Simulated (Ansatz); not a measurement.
An armchair MoS2 nanoribbon, N = 12, bare edges, relaxed period 5.490 Å, atoms relaxed at each strain.

| strain | energy (meV a period) | axial force (nN) |
|---|---|---|
| -0.015 | +78.8 | -3.11 |
| +0.015 | +74.9 | +2.88 |

Calculation: PBE (plane waves to 420 eV, PAW; Ansatz, a first-principles code). Mesh 1×1×6. No spin polarisation, so a magnetic state wasn't tested. Periodic along z alone, with about 11 Å of vacuum beside it. An idealised model, cut from the flat sheet. It keeps the symmetry and period of its start, so it need not be a minimum against all distortions. Values not marked SOC lack spin–orbit coupling. Buckling under compression is shut out by symmetry and the short period. Energies are free energies at a Fermi–Dirac width of 0.02 eV, from the unstrained cell.

### Question
Work out the axial stiffness dF/dε in two ways.

### Answer
From the forces: (+2.88 − (-3.11))/0.030 = 200 nN. From the energies: (E₊ + E₋)/(ε² c) = 0.1537 eV/(0.015² × 5.490 Å) = 124.4 eV/Å = 199 nN. The two agree to within 1 %.
